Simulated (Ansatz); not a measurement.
Ca(OH)2 (P-3m1, No. 164) was calculated with rVV10 (Ansatz, a first-principles code, plane waves, PAW).

Numerical settings: plane-wave cutoff 520 eV, 12×12×8 k mesh (along the axes of the cell as run), Fermi–Dirac smearing 0.01 eV, scalar-relativistic PAW data made under PBE.

Shape and atoms are relaxed at each volume.

The direct gap at Γ against volume; x = 100 ln(V/10.774 Å³). One gap is withheld.

| V (Å³/atom) | x | gap (eV) |
|---|---|---|
| 10.343 | -4.08 | 4.169 |
| 10.559 | -2.02 | 4.083 |
| 10.774 | 0.00 | 4.001 |
| 10.990 | 1.98 | 3.923 |
| 11.205 | 3.92 | ? |

Problem. Fit a straight line to the rows shown, give the volume deformation potential and predict the withheld gap.

Solution. Means of the 4 rows: x̄ = -1.030, ȳ = 4.0440 eV. Σ(x − x̄)(y − ȳ) = -0.8284 and Σ(x − x̄)² = 20.404, so the slope is -0.0406 eV per unit of x, and dE_g/d ln V = -4.1 eV. At x = 3.92: 4.0440 + (-0.0406) × (3.92 − (-1.030)) = 3.843 eV. The run gives 3.848 eV, 0.005 eV above the line.

Note: the relaxation could not lower the start's symmetry, so the cell can be a saddle point above a distorted one; the bulk modulus comes from volumes at which shape and atoms were relaxed.
